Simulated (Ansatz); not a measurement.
Consider TiAl (space group P4/mmm, No. 123; relaxed with 0.1 eV smearing).

```yaml
crystal:
  lattice:
    - [2.79629, 0.00000, 0.00000]
    - [0.00000, 2.79629, 0.00000]
    - [0.00000, 0.00000, 4.03814]
  atoms:
    - { symbol: Ti, position: [0.00000, 0.00000, 0.00000] }
    - { symbol: Al, position: [0.50000, 0.50000, 0.50000] }
```

Cartesian axes are those of the cell as printed.

The values are results of PBEsol (Ansatz, a program for electronic structure, PAW, spin-orbit coupling left out), not measurements.

Base values:

The pressure comes out as 0.0 GPa.

One thing is altered: compressive biaxial strain of 2.00 % in the plane normal to [001], as in epitaxy on a mismatched substrate; the out-of-plane cell vector and the atoms relax.

Problem. What does the calculation give for the out-of-plane strain and pressure after the change?

Solution. The out-of-plane strain is +2.05 %; the pressure (mean of the normal stresses, compression positive) goes from zero to 2.5 GPa.

Whether these cells are dynamically stable was not tested. All final runs are without spin polarisation.
